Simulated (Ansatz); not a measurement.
Reference: SrZrO$_{3}$ (Pm-3m), PBEsol, rigid bands (plane waves, PAW, scalar-relativistic; Ansatz, a quantum-chemistry and plane-wave program); geometry: cell and atoms relaxed with PBEsol.

Space group Pm-3m (No. 221); a = 4.1299 Å, b = 4.1299 Å, c = 4.1299 Å, α = 90.00°, β = 90.00°, γ = 90.00°

```
atom  site  symmetry       x       y       z
----  ----  --------  ------  ------  ------
Sr      1b      m-3m  0.5000  0.5000  0.5000
Zr      1a      m-3m  0.0000  0.0000  0.0000
O       3d    4/mm.m  0.0000  0.0000  0.5000
```

The band gap is 3.31 eV. The electron conductivity mass is 0.53 mₑ and the hole conductivity mass is 1.95 mₑ. The Seebeck coefficient, n-type 1e19 cm⁻³ is -341 μV/K.

Swap Zr for Ti, keeping the structure type. How do these values move?

SrTiO₃ (Pm-3m): volume per atom 14.1 to 11.8 Å³; band gap falls (3.31 eV to 1.85 eV); electron conductivity mass rises (0.53 mₑ to 0.62 mₑ); hole conductivity mass falls (1.95 mₑ to 1.81 mₑ); Seebeck coefficient, n-type 1e19 cm⁻³ rises in size (-341 μV/K to -393 μV/K).

Swap Sr for Ba, keeping the structure type. How do these values move?

BaZrO3 (Pm-3m): volume per atom 14.1 to 14.6 Å³; band gap stays about the same (3.31 eV to 3.17 eV); electron conductivity mass stays about the same (0.53 mₑ to 0.53 mₑ); hole conductivity mass stays about the same (1.95 mₑ to 1.99 mₑ); Seebeck coefficient, n-type 1e19 cm⁻³ stays about the same (-341 μV/K to -346 μV/K).

Replace Zr by Hf on the same sites and relax. What happens?

SrHfO$_{3}$ (Pm-3m): volume per atom 14.1 to 13.8 Å³; band gap rises (3.31 eV to 3.72 eV); electron conductivity mass falls (0.53 mₑ to 0.50 mₑ); hole conductivity mass rises (1.95 mₑ to 2.1 mₑ); Seebeck coefficient, n-type 1e19 cm⁻³ stays about the same (-341 μV/K to -329 μV/K).

Moves up to 5 % count as about the same. Masses are for dilute carriers at 300 K, harmonic means over directions unless an axis is named. Seebeck coefficients are for the stated density at 300 K, with one relaxation time for all states and whether or not that doping can be reached. Spin-orbit coupling is left out.

SrZrO3 (Pm-3m): a high-temperature phase held by its symmetry. Formula and space group known from diffraction (Crystallography Open Database), not checked to be the room-temperature form: SrHfO3 (Pm-3m). The missing spin-orbit coupling matters most for SrHfO3 (Pm-3m).
